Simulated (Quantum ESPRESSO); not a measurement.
Checking a run of Quantum ESPRESSO on SrMg5 (R32, 6 atoms in the cell). The aim is a self-consistent single point with DFT, PBEsol, plane waves, GBRV 1.5 ultrasoft (PBESOL) pseudopotentials.

The input file:

```fortran
&control
    calculation = 'scf'
    prefix = 'run'
    outdir = './work'
    pseudo_dir = './'
    tprnfor = .true.
    tstress = .true.
/
&system
    ibrav = 5
    A = 6.6556883347
    cosAB = 0.621535475706
    nat = 5
    ntyp = 2
    ecutwfc = 40
    ecutrho = 200
    occupations = 'smearing'
    smearing = 'marzari-vanderbilt'
    degauss = 0.0073499
/
&electrons
    conv_thr = 1.0d-8
/
ATOMIC_SPECIES
Sr    87.6200  sr_pbesol_v1.uspp.F.UPF
Mg    24.3050  mg_pbesol_v1.4.uspp.F.UPF
ATOMIC_POSITIONS crystal
Sr    0.5000000000    0.5000000000    0.5000000000
Mg    0.6728020000    0.3271980000    0.0000000000
Mg    0.0000000000    0.6728020000    0.3271980000
Mg    0.3271980000    0.0000000000    0.6728020000
Mg    0.1662990000    0.1662990000    0.1662990000
Mg    0.8337010000    0.8337010000    0.8337010000
K_POINTS automatic
5 5 5  0 0 0
```

Log, with long lists cut:

```
     G-vector sticks info
     --------------------
     sticks:   dense  smooth     PW     G-vecs:    dense   smooth      PW
     Sum        1967    1583    459                53899    38467    6125

     bravais-lattice index     =            5
     lattice parameter (alat)  =      12.5774  a.u.
   [... lines left out ...]

   Cartesian axes

     site n.     atom                  positions (alat units)
         1        Sr     tau(   1) = (   0.0000000  -0.0000000   1.2970363  )
         2        Mg     tau(   2) = (   0.2926745  -0.0046227   0.8646909  )
         3        Mg     tau(   3) = (  -0.1423339   0.2557749   0.8646909  )
         4        Mg     tau(   4) = (  -0.1503406  -0.2511522   0.8646909  )
         5        Mg     tau(   5) = (   0.0000000  -0.0000000   0.4313917  )

     number of k points=    23  Marzari-Vanderbilt smearing, width (Ry)=  0.0073
                       cart. coord. in units 2pi/alat
        k(    1) = (   0.0000000   0.0000000   0.0000000), wk =   0.0160000
        k(    2) = (  -0.2298806  -0.1327217   0.0770988), wk =   0.0960000
        k(    3) = (  -0.4597613  -0.2654433   0.1541977), wk =   0.0960000
   [... 20 lines left out ...]

     Dense  grid:    53899 G-vectors     FFT dimensions: (  60,  60,  60)

     Smooth grid:    38467 G-vectors     FFT dimensions: (  54,  54,  54)

     Initial potential from superposition of free atoms

     starting charge      48.7683, renormalised to      50.0000

     negative rho (up, down):  6.503E-02 0.000E+00
     Self-consistent Calculation

     iteration #  1     ecut=    40.00 Ry     beta= 0.70

     negative rho (up, down):  6.385E-02 0.000E+00

     total energy              =    -570.31247317 Ry
     estimated scf accuracy    <       0.50136167 Ry

     iteration #  2     ecut=    40.00 Ry     beta= 0.70

     negative rho (up, down):  6.503E-02 0.000E+00

     total energy              =    -570.43789772 Ry
     estimated scf accuracy    <       0.02189400 Ry

     iteration #  3     ecut=    40.00 Ry     beta= 0.70

     negative rho (up, down):  6.550E-02 0.000E+00

     total energy              =    -570.43974379 Ry
     estimated scf accuracy    <       0.00276900 Ry

   [... 4 blocks of this kind left out ...]

     iteration #  8     ecut=    40.00 Ry     beta= 0.70

     negative rho (up, down):  6.565E-02 0.000E+00

     total energy              =    -570.44048643 Ry
     estimated scf accuracy    <       0.00000005 Ry

     iteration #  9     ecut=    40.00 Ry     beta= 0.70

     negative rho (up, down):  6.565E-02 0.000E+00
     End of self-consistent calculation

     the Fermi energy is     4.0577 ev

!    total energy              =    -570.44048644 Ry
     estimated scf accuracy    <          5.1E-09 Ry
     smearing contrib. (-TS)   =       0.00004096 Ry
     internal energy E=F+TS    =    -570.44052740 Ry

     convergence has been achieved in   9 iterations

     negative rho (up, down):  6.565E-02 0.000E+00

     Forces acting on atoms (cartesian axes, Ry/au):

     atom    1 type  1   force =     0.00000000    0.00000000    0.00344432
     atom    2 type  2   force =     0.00052248   -0.00280102   -0.00133537
     atom    3 type  2   force =     0.00216452    0.00185299   -0.00133537
     atom    4 type  2   force =    -0.00268699    0.00094803   -0.00133537
   [... lines left out ...]
     Total force =     0.006472     Total SCF correction =     0.000231
   [... lines left out ...]

     negative rho (up, down):  6.565E-02 0.000E+00
          total   stress  (Ry/bohr**3)                   (kbar)     P=      -11.63
  -0.00007881   0.00000000   0.00000000          -11.59        0.00        0.00
  -0.00000000  -0.00007881  -0.00000000           -0.00      -11.59       -0.00
   0.00000000  -0.00000000  -0.00007950            0.00       -0.00      -11.69

   JOB DONE.
```

Question: Is anything amiss in this input, and did it matter?

Answer: The run is not sound. The fault is an atom count that does not match the list of atoms. The program trusts the stated count: too many runs off the end of the list, too few can drop atoms without a word. To fix it, make the count match the list. The run converged in 9 iterations without an error; against the sound input the pressure goes from -0.80 to -1.16 GPa and the largest force goes from 0.100 to 0.089 eV/Å. The full log also holds: “Warning: card MG    0.8337010000    0.8337010000    0.8337010000 ignored”.

The sound input it was made from differs as follows (other fixes are possible):
```diff
-    nat = 5
+    nat = 6
```

With that input, the run converged in 8 iterations: free energy E − TS -9464.3385 eV; Fermi level (on the code's own zero) 5.23 eV; pressure -0.80 GPa; largest force (vector length) 0.100 eV/Å (DFT, PBEsol, plane waves, GBRV 1.5 ultrasoft (PBESOL) pseudopotentials).

On the sound input: the starting cell comes from a database of computed structures (which also holds hypothetical and non-ambient phases and stackings), without a prior relaxation at this level.
